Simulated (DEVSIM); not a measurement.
Structure: illuminated Si n-on-p cell, one wavelength, at 350 K.

Layer 1 from the left is Si, thickness (μm) 0.900, Nd (cm⁻³) 1.7e19, τn (s) 3.8e-6, τp (s) 2.7e-6, absorption coefficient (cm⁻¹) 1200. Layer 2 from the left is Si, thickness (μm) 130, Na (cm⁻³) 1.7e17, τn (s) 0.00025, τp (s) 0.00025, absorption coefficient (cm⁻¹) 1200.

Left contact: ohmic, minority hole recombination velocity 100 cm/s. Right contact: ohmic, minority electron recombination velocity 40000 cm/s. Voltage is applied to the left contact. Recombination: SRH at mid-gap, radiative, Auger. Light enters at the left, 4.9e16 photons cm⁻² s⁻¹, one pass, no reflection. Mobility is constant in doping.

The device is made up for the run: typed textbook-type constants, with dimensions and the other settings drawn at random. Values at 300 K; Nc and Nv go as T^1.5, mobilities as T to minus their exponent, the gap by Varshni's rule with the affinity fixed.

Si: gap (eV) 1.124, affinity (eV) 4.05, permittivity 11.7, Nc (cm⁻³) 2.86e19, Nv (cm⁻³) 3.1e19, μn (cm²/Vs) 1417, μp (cm²/Vs) 470, T exponent of μn 2.3, T exponent of μp 2.2, B (cm³/s) 4.7e-15, Cn (cm⁶/s) 2.8e-31, Cp (cm⁶/s) 9.9e-32, Varshni α (eV/K) 0.000473, Varshni β (K) 636.

Simulated with DEVSIM: 1D drift-diffusion, Boltzmann statistics, complete ionisation; no tunnelling, impact ionisation, image-force lowering or self-heating.

Dark forward current:

| |V| (V) | |J| (A/cm²) |
|---|---|
| 0.10 | 8.590e-9 |
| 0.15 | 4.531e-8 |
| 0.20 | 2.361e-7 |
| 0.25 | 1.233e-6 |
| 0.30 | 6.453e-6 |
| 0.35 | 3.382e-5 |
| 0.40 | 0.0001773 |
| 0.45 | 0.0009304 |
| 0.50 | 0.004881 |
| 0.55 | 0.02561 |
| 0.60 | 0.1343 |
| 0.65 | 0.7010 |
| 0.70 | 3.590 |
| 0.75 | 17.03 |
| 0.80 | 66.91 |
| 0.85 | 199.6 |
| 0.90 | 448.8 |
| 0.95 | 813.7 |
| 1.00 | 1281 |
| 1.05 | 1836 |
| 1.10 | 2469 |

**Question.** Work out the local ideality factor n = ΔV / (kT/q · ln(J2/J1)) between the rows 0.15 and 0.20 V, 0.40 and 0.45 V, 1.05 and 1.10 V.

**Answer.** kT/q = 30.16 mV. From 0.15 to 0.20 V: ln(2.361e-7/4.531e-8) = 1.651, n = 1.00, near the 1 of diffusion or emission over a barrier. From 0.40 to 0.45 V: ln(0.0009304/0.0001773) = 1.658, n = 1.00, near the 1 of diffusion or emission over a barrier. From 1.05 to 1.10 V: ln(2469/1836) = 0.296, n = 5.60.

**Question.** What current could the absorbed light give at most, and what share is collected?

**Answer.** Σ αd = 15.7, so qΦ(1 − exp(−Σ αd)) = 7.85 mA/cm². The simulated short-circuit current is 7.406 mA/cm², a share of 0.94.

**Question.** Estimate the open-circuit voltage by superposition: the voltage at which the dark current equals that short-circuit current.

**Answer.** Interpolating ln J in the table gives 0.513 V. The simulation gives 0.513 V, the same within the digits that matter. Superposition holds where collection doesn't change with voltage.

**Question.** Estimate the fill factor from FF0 = (v − ln(v + 0.72))/(v + 1), v = qVoc/(nkT), with n from the dark curve.

**Answer.** The rows about Voc, 0.50 and 0.55 V, give n = 1.00, so v = 17.0 and FF0 = 0.785. The simulation gives 0.784, the same within the digits that matter.
